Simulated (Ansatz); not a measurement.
Take BeSe in the zinc blende structure (space group F-43m, No. 216; a = 5.129 Å) as the base. Axes: x, y, z lie along the cube axes.

Level of theory: DFT with PBEsol, PAW potentials and a 420 eV plane-wave cutoff in Ansatz (a program for electronic structure), no SOC, earlier PAW set.

Before the change:

| Item | Result |
|---|---|
| Band gap | 2.47 eV |

Now apply this change: uniaxial stress, 5 GPa tension along x; all other stress components relax to zero.

**Question.** How does this affect the band gap?

**Answer.** The band gap decreases by 0.20 eV, from 2.47 eV to 2.27 eV.

**Question.** Predict the new strain response.

**Answer.** The strain response (xx, yy, zz) is (+4.75, −1.24, −1.24) %.

Stability under load was not tested beyond the relaxation.
